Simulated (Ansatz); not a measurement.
An Ansatz (an electronic-structure program) run: CsSnI3 with a change (pressure 75 GPa); r2SCAN, PAW, 500 eV (Ansatz; spin-orbit coupling left out).

Input:

Ansatz 0.2 input:
```yaml
crystal:
  lattice:
    - [5.0292940155, 0, 0]
    - [0, 5.0292940155, 0]
    - [0, 0, 5.0292940155]
  atoms:
    - { symbol: Cs, position: [0, 0, 0] }
    - { symbol: Sn, position: [0.5, 0.5, 0.5] }
    - { symbol: I, position: [0, 0.5, 0.5] }
    - { symbol: I, position: [0.5, 0.5, 0] }
    - { symbol: I, position: [0.5, 0, 0.5] }
basis: { ecutwfc: 500, ecutrho_ratio: 4, xc_grid: 4, fft_grid_basis: typed }
kpoints: { mp_grid: { grid: [6, 6, 6] } }
hamiltonian:
  xc: r2scan
  dispersion: none
  pseudopotentials: { kind: paw }
scf: { occupations: { method: fermi_dirac, width: 0.05 } }
relax: { f_tol: 0.01, max_steps: 60, cell: { stress_tol: 0.02, p_target: 75.0 } }
output: { forces: true, stress: true }
checkpoint: { write: state.ck, write_every: 1000 }
```

Output (explanatory and most iteration lines left out):

```
Relaxation: its limit of steps is 60 (relax.max_steps)
Pseudopotential: Cs, paw, valence charge 9
Pseudopotential: Sn, paw, valence charge 14
Pseudopotential: I, paw, valence charge 17
Crystal: 5 atoms, lattice volume = 127.210 Å³
Basis set: ecut = 500 eV, 3239 PW (Γ), exchange–correlation on 160×160×160 points (64 copies of the dense FFT grid, shifted against one another)
Bands: 45, of which v1, the nominal top of the filled ones, is band 37 counted from 1 (36 counted from 0)
Symmetry: 48 space group operations
Space group: Pm-3m (ITA 221), of the structure as read, at distance tolerance 5.0e-5 Å
k-points: 20 of 216
Functional: x = r2scan, c = r2scan; τ floored in thin density (d = 2e-4 eV/Å³)
SCF iter   1: F=—  HF=-34304.075591 eV  |F-HF|=—  |Δ(HF+E_count)|=         —  Δρ=4.28e-3  dr2=2.77e-2  dr2_τ=3.73e-2  ethr=1.77e-3  ⟨swp⟩=11.6  Hψ=5006  notcnv=0  defer=5
SCF iter   2: F=—  HF=-34304.256417 eV  |F-HF|=—  |Δ(HF+E_count)|=   1.81e-1  Δρ=2.80e-3  dr2=1.09e-2  dr2_τ=1.77e-4  ethr=3.74e-5  ⟨swp⟩=3.0  Hψ=1779  notcnv=0  defer=32
SCF 1 converged in 6 iterations: F = -34304.252838 eV  dr2 = 4.34e-8
relax step   1: F+E_penalty+E_count = -34304.25283836 eV  Δ(F+E_penalty+E_count) = +0.000e0 eV  max|allowed force component| = 1.900e-28 eV/Å  Δτ_max = 0.0000 Å  P = +49.990 GPa  Ω = 127.210 Å³  (6 SCF iters, dr2 threshold 1.00e-7 eV, accepted)
[... steps on the carried basis left out ...]
relax step   6: F+E_penalty+E_count = -34299.33467368 eV  Δ(F+E_penalty+E_count) = +1.917e-3 eV  max|allowed force component| = 5.438e-29 eV/Å  Δτ_max = 0.0000 Å  P = +74.988 GPa  Ω = 114.416 Å³  stress off target by 1.25e-2 GPa  SCF on the basis re-selected at this cell (its energy is not comparable with the rows above)  (6 SCF iters)
SCF converged after 6 iterations
Free energy (F): -34299.334674 eV
Internal energy: -34299.326452 eV  (E = F + TS)
E sigma→0 (E₀):  -34299.330563 eV
Entropy (-TS):   -0.008222 eV (-1.644 meV/atom)
Fermi energy:    17.516677 eV
--- Forces (eV/Å), atoms counted from 1 ---
  atom   1  Cs    -0.00000000    -0.00000000    -0.00000000
  atom   2  Sn    -0.00000000     0.00000000     0.00000000
  atom   3  I      0.00000000     0.00000000    -0.00000000
  atom   4  I     -0.00000000     0.00000000     0.00000000
  atom   5  I      0.00000000     0.00000000     0.00000000
--- Stress (GPa, compression-positive) ---
       74.987547      -0.000000       0.000000
       -0.000000      74.987547       0.000000
        0.000000       0.000000      74.987547
  P = ⅓ Tr σ = 74.9875 GPa (749.875 kbar)
--- Relaxed structure (5 steps of the walk, 5 accepted, 1 SCFs on fresh bases) ---
  cell:  # Å, volume = 114.4160 Å³
    - [4.854698180047225, -1.5567933717130156e-32, 4.108650548026103e-33]
    - [-1.5567933717130156e-32, 4.854698180047225, -4.108650548026103e-33]
    - [4.108650548026103e-33, -4.108650548026103e-33, 4.854698180047225]
  atoms:
    - { symbol: Cs, position: [3.5868938576328897e-34, -1.7104760744583392e-34, -1.1488272141887851e-34] }
    - { symbol: Sn, position: [0.49999999999999994, 0.49999999999999994, 0.49999999999999994] }
    - { symbol: I, position: [9.860766921737995e-35, 0.49999999999999994, 0.49999999999999994] }
    - { symbol: I, position: [0.49999999999999994, 0.49999999999999994, 1.8828001565871495e-34] }
    - { symbol: I, position: [0.49999999999999994, -2.795479554525098e-34, 0.49999999999999994] }
```

A case with no gap was solved on a k-mesh chosen for an insulator, which is coarse for it. With I present, leaving out spin-orbit coupling can change the band edges. Load acts through the strain it causes; cell and atoms are relaxed under it. No phonon test of stability was made. Competing high-pressure phases were not computed. The final runs are not spin-polarised. The cell was made from CsSnI$_{3}$ in the cubic perovskite structure (space group Pm-3m, No. 221) by this change: pressure 75 GPa. Many cubic perovskites are stable only at high temperature; tilts and polar distortions were not tested.
